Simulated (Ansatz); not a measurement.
**Response to strain in GaP**

Take GaP in the zinc blende structure (space group F-43m, No. 216) as the base.

```xyz
2
Lattice="0.0000 2.7259 2.7259 2.7259 0.0000 2.7259 2.7259 2.7259 0.0000" Properties=species:S:1:pos:R:3 pbc="T T T"
P      4.0888     4.0888     4.0888
Ga     0.0000     0.0000     0.0000
```

Cartesian axes are those of the cell as printed.

Strains are applied to the cell and any free atomic positions relax; under biaxial strain the out-of-plane vector relaxes too.

The values are results of r2SCAN (Ansatz, an electronic-structure program, PAW, scalar-relativistic without spin-orbit coupling), earlier PAW set, not measurements.

Notes on the quantities. pressure: mean of the normal stresses, compression positive; energy relative to the base: free energy F.

```json
[
 {"case": "base", "volume per atom": "20.25 Å³", "band gap": "1.85 eV", "pressure": "0.00 GPa", "space group": "F-43m (No. 216)", "energy relative to the base": "0 meV/atom"},
 {"case": "biaxial strain −2.24 %, plane normal [110], relaxed out of plane", "volume per atom": "19.60 Å³", "band gap": "1.41 eV", "pressure": "3.08 GPa", "space group": "Imm2 (No. 44)", "energy relative to the base": "+13 meV/atom"},
 {"case": "biaxial strain −0.70 %, plane normal [111], relaxed out of plane", "volume per atom": "20.03 Å³", "band gap": "1.80 eV", "pressure": "1.00 GPa", "space group": "R3m (No. 160)", "energy relative to the base": "+1.3 meV/atom"},
 {"case": "isotropic strain +4.13 %", "volume per atom": "22.87 Å³", "band gap": "1.32 eV", "pressure": "-8.12 GPa", "space group": "F-43m (No. 216)", "energy relative to the base": "+74 meV/atom"}
]
```

Semilocal Kohn–Sham gaps tend to fall short of experiment. Whether these cells are dynamically stable was not tested.
